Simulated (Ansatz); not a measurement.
**The (110) surface of fcc Ag in its 1x1 cell, outermost plane spacing 1.47 Å in the ideal cut**

The numbers are results of PBE (plane waves to 420 eV, PAW; Ansatz, a program for electronic structure), not measurements.

Slab: 8 atoms, 10.3 Å thick at the start (thin: gaps and levels are the slab's own); k 13x9x1, smearing 0.1 eV, dipole-corrected; all atoms relaxed; start symmetry kept, larger cells not searched; no spin, no spin-orbit, no U.

```
Quantity                                                    Result
-----------------------------------  -----------------------------
surface energy (mean of both faces)                     0.89 J/m^2
surface energy before relaxation                         0.91 J/m²
work function of the top face                              4.20 eV
energy released by relaxation                             0.035 eV
cost                                 around 4 core-minutes (rough)
```
